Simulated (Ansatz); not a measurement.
We consider BaCu₂S₂ (Pnma, No. 62), described by LDA (Ansatz, a first-principles code, PAW).

Run with plane-wave cutoff 520 eV, 4×8×4 k mesh (along the axes of the cell as run), Fermi–Dirac smearing 0.01 eV, no spin polarisation, scalar-relativistic PAW data made under PBE.

Cell (relaxed at this level):

```cif
data_Ba4Cu8S8
_chemical_formula_sum 'Cu8 S8 Ba4'
_space_group_name_H-M_alt 'P 1'
_space_group_IT_number 1
_cell_length_a 8.99243
_cell_length_b 3.92589
_cell_length_c 10.09562
_cell_angle_alpha 90.000
_cell_angle_beta 90.000
_cell_angle_gamma 90.000
loop_
_space_group_symop_operation_xyz
  'x, y, z'
loop_
_atom_site_label
_atom_site_type_symbol
_atom_site_fract_x
_atom_site_fract_y
_atom_site_fract_z
_atom_site_occupancy
Cu1 Cu 0.05252 0.25000 0.11543 1
Cu2 Cu 0.44748 0.75000 0.61543 1
Cu3 Cu 0.55252 0.25000 0.38457 1
Cu4 Cu 0.94748 0.75000 0.88457 1
S1 S 0.47750 0.25000 0.16584 1
S2 S 0.02250 0.75000 0.66584 1
S3 S 0.97750 0.25000 0.33416 1
S4 S 0.52250 0.75000 0.83416 1
S5 S 0.15482 0.75000 0.04157 1
S6 S 0.34518 0.25000 0.54157 1
S7 S 0.65482 0.75000 0.45843 1
S8 S 0.84518 0.25000 0.95843 1
Cu5 Cu 0.41583 0.75000 0.04513 1
Cu6 Cu 0.08417 0.25000 0.54513 1
Cu7 Cu 0.91583 0.75000 0.45487 1
Cu8 Cu 0.58417 0.25000 0.95487 1
Ba1 Ba 0.25818 0.75000 0.32497 1
Ba2 Ba 0.24182 0.25000 0.82497 1
Ba3 Ba 0.75818 0.75000 0.17503 1
Ba4 Ba 0.74182 0.25000 0.67503 1
```

Problem. Predict the band gap.

Solution. 
- band gap = 0.90 eV (on the SCF k mesh)

Note: the relaxation could not lower the start's symmetry, so the cell can be a saddle point above a distorted one; the volume lies 9 % below that of the published cell.

Spin–orbit coupling is not included.

Static lattice: no zero-point or thermal effects.
